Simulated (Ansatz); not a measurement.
# What biaxial strain +1.00 %, plane normal [001], relaxed out of plane does to Ru

The parent structure is Ru in the hcp (Mg type) structure (space group P6_3/mmc, No. 194; a = 2.704 Å, c = 4.263 Å; relaxed with 0.1 eV smearing). Axes: x lies along a and z along c of the hexagonal cell.

It is then changed as follows: tensile biaxial strain of 1.00 % in the plane normal to [001], as in epitaxy on a mismatched substrate; the out-of-plane cell vector and the atoms relax.

All numbers come from r2SCAN in Ansatz (plane waves to 500 eV, PAW, without spin-orbit coupling). Γ-centred 24×24×14 mesh, Fermi–Dirac width 0.1 eV.

The space group remains P6_3/mmc (No. 194) and the shortest interatomic distance stays 2.642 Å. The band gap remains zero and the out-of-plane strain is -0.54 %. The mean in-plane stress (compression positive) amounts to -6.6 GPa.

No phonon test of stability was made. The final runs are not spin-polarised.

Ansatz is a first-principles code.
